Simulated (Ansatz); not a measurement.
Take CdS in the zinc blende structure (space group F-43m, No. 216; a = 5.878 Å) as the base.

The change: an isotropic linear strain of −2.50 %; the atoms relax in the strained cell.

Levels (all Ansatz, a program for electronic structure, PAW): r2SCAN (500 eV, no spin-orbit coupling); HSE06+SOC (420 eV, spin-orbit coupling included).

The geometry is relaxed with r2SCAN.

- r2SCAN lowest conduction level above the VBM at special points = Γ 1.71 eV; L 3.56 eV; X 3.76 eV
- r2SCAN valence-band top at Γ = 0.00, 0.00, 0.00 eV

Question: How does going to HSE06+SOC change the lowest conduction level above the VBM at special points and valence-band top at Γ?

Answer: The lowest conduction level above the VBM at special points changes from Γ 1.71 eV; L 3.56 eV; X 3.76 eV to Γ 2.27 eV; L 4.17 eV; X 4.34 eV; the valence-band top at Γ (three highest Kramers pairs, from the VBM) becomes 0.00, 0.00, -0.06 eV (r2SCAN: 0.00, 0.00, 0.00 eV). The threefold valence maximum splits by Δso ≈ 0.06 eV.

Single points use the geometry relaxed with r2SCAN. Differences between runs with and without spin-orbit coupling are approximate. The levels and masses belong to the bands next to the band gap. Whether these cells are dynamically stable was not tested.
